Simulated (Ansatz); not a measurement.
## How far to go with shifted k-point meshes: Rb (Im-3m, 1 atom in the cell)

```yaml
crystal:
  lattice:
    - [-2.83347, 2.83347, 2.83347]
    - [2.83347, -2.83347, 2.83347]
    - [2.83347, 2.83347, -2.83347]
  atoms:
    - { symbol: Rb, position: [0.00000, 0.00000, 0.00000] }
```

Method: LDA (PW92), default PAW files made with PBE (plane waves; Ansatz, an electronic-structure program).

Base settings: basis.ecutwfc = 420 eV; kpoints.mp_grid.grid = 8 8 8; hamiltonian.xc = lda; hamiltonian.pseudopotentials = {kind: paw} (the program's default PAW files); scf.occupations.method = fermi_dirac; scf.occupations.width = 0.1 eV.

In this ladder: kpoints.mp_grid.shift = 0.5 0.5 0.5.

Only quantities that move along the ladder and can be compared are tabulated.

The count of work is k-points × plane waves × bands × iterations; it is no time. 

The starting cell has typed, rounded lattice constants, without a prior relaxation at this level. Its lattice was rescaled by up to half a per cent. Ansatz's pressure includes its estimate of the finite-basis (Pulay) stress.

Steps (kpoints.mp_grid.grid): 2 2 2; 3 3 3; 4 4 4; 5 5 5; 6 6 6; 7 7 7; 8 8 8; 9 9 9; 10 10 10; 11 11 11; 12 12 12; 13 13 13; 15 15 15; 16 16 16; 18 18 18; 20 20 20; 22 22 22; 24 24 24; 27 27 27.

Task: What is the coarsest kpoints.mp_grid.grid that holds the pressure within 0.1 GPa of the last step, with all finer ones?

Result: 3 3 3, at 0.0071 of the last step's count of work; the step before is off by 0.21 GPa.

Task: What is the coarsest kpoints.mp_grid.grid that holds the free energy within 0.5 meV/atom of the last step, with all finer ones?

Result: 10 10 10, at 0.079 of the last step's count of work; the step before is off by 0.97 meV/atom.

| kpoints.mp_grid.grid | free energy less the last step's (meV/atom) | pressure (GPa) | count of work / last |
|---|---|---|---|
| 2 2 2 | 46.17 | -0.21 | 0.0036 |
| 3 3 3 | 26.32 | -0.35 | 0.0071 |
| 4 4 4 | -10.13 | -0.41 | 0.011 |
| 5 5 5 | 16.59 | -0.39 | 0.018 |
| 6 6 6 | -9.24 | -0.43 | 0.025 |
| 7 7 7 | 4.90 | -0.40 | 0.036 |
| 8 8 8 | -2.52 | -0.42 | 0.046 |
| 9 9 9 | 0.97 | -0.41 | 0.062 |
| 10 10 10 | -0.46 | -0.42 | 0.079 |
| 11 11 11 | 0.16 | -0.41 | 0.10 |
| 12 12 12 | -0.10 | -0.42 | 0.12 |
| 13 13 13 | 0.06 | -0.41 | 0.15 |
| 15 15 15 | 0.01 | -0.41 | 0.21 |
| 16 16 16 | 0.01 | -0.41 | 0.25 |
| 18 18 18 | 0.02 | -0.41 | 0.34 |
| 20 20 20 | 0.01 | -0.41 | 0.45 |
| 22 22 22 | 0.00 | -0.41 | 0.57 |
| 24 24 24 | 0.00 | -0.41 | 0.72 |
| 27 27 27 | 0.00 | -0.41 | 1.0 |

Keys are those of Ansatz 0.2.
